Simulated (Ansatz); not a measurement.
**Effect of biaxial strain −0.78 %, plane normal [110], relaxed out of plane on hypothetical I4_132 B**

Consider B (space group I4_132, No. 214; a = 4.6529 Å; a hypothetical phase, not in the database extracts checked). Axes: x, y, z lie along the cube axes.

Modification: compressive biaxial strain of 0.78 % in the plane normal to [110], as in epitaxy on a mismatched substrate; the out-of-plane cell vector and the atoms relax.

Method: Ansatz (a quantum-chemistry and plane-wave program) PBE, no SOC. k-mesh 10×10×10 (Γ-centred); smearing 0.05 eV (Fermi–Dirac).

| quantity | base | changed | shift |
|---|---|---|---|
| volume per atom | 12.59 Å³ | 12.52 Å³ | -0.07 Å³ |
| space group | I4_132 (No. 214) | F222 (No. 22) | – |
| shortest interatomic distance | 164.5 pm | 163.9 pm | -0.6 pm |
| energy relative to the base (free energy F) | 0 meV/atom | +0.6 meV/atom | +0.6 meV/atom |
| pressure (mean of the normal stresses, compression positive) | 0.00 GPa | 0.61 GPa | +0.61 GPa |
| band gap | 1.48 eV | 1.43 eV | -0.05 eV |
| gap character | – | indirect, k = (0.300, 0.300, -0.300) in the run's primitive reciprocal basis → Γ | – |
| smallest direct gap | 2.70 eV | 2.69 eV | -0.01 eV |
| out-of-plane strain | – | +0.99 % | – |
| mean in-plane stress (compression positive) | – | +0.9 GPa | – |

Cost of the whole job for the changed cell (relaxation, final SCF and bands): very roughly 50 core-seconds.

Whether these cells are dynamically stable was not tested. k-point labels follow each cell's own Brillouin zone.
